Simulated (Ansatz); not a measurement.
## What isotropic strain −0.87 % does to GaN

Base system: GaN in the wurtzite structure (space group P6_3mc, No. 186; a = 3.1831 Å, c = 5.1836 Å).

Now apply this change: the cell is scaled by 0.9913 in all directions; the atoms relax in the strained cell.

Level of theory: r2SCAN/PAW in Ansatz (an electronic-structure program), without spin-orbit coupling. k-mesh 12×12×7 (Γ-centred); smearing 0.05 eV (Fermi–Dirac).

Volume per atom: 11.08 Å³ (base 11.37 Å³)
Space group: P6_3mc (No. 186) (base P6_3mc (No. 186))
Shortest interatomic distance: 192.9 pm (base 194.6 pm)
Energy relative to the base (free energy F): +4.9 meV/atom
Pressure (mean of the normal stresses, compression positive): 5.46 GPa (base 0.00 GPa)
Band gap: 2.53 eV (base 2.35 eV)
Gap character: direct at Γ (base direct at Γ)
Mean gap deformation potential ΔEg/Δln V: -7.0 eV
Electron mass: 0.18 mₑ along c, 0.20 mₑ across (at Γ) (base 0.17 mₑ along c, 0.19 mₑ across (at Γ))
Valence-band top at Γ (three highest levels, from the VBM): 0.00, 0.00, -0.04 eV (base 0.00, 0.00, -0.04 eV)

Masses are band curvatures over ±0.01 Å⁻¹ around the edge. Whether these cells are dynamically stable was not tested.
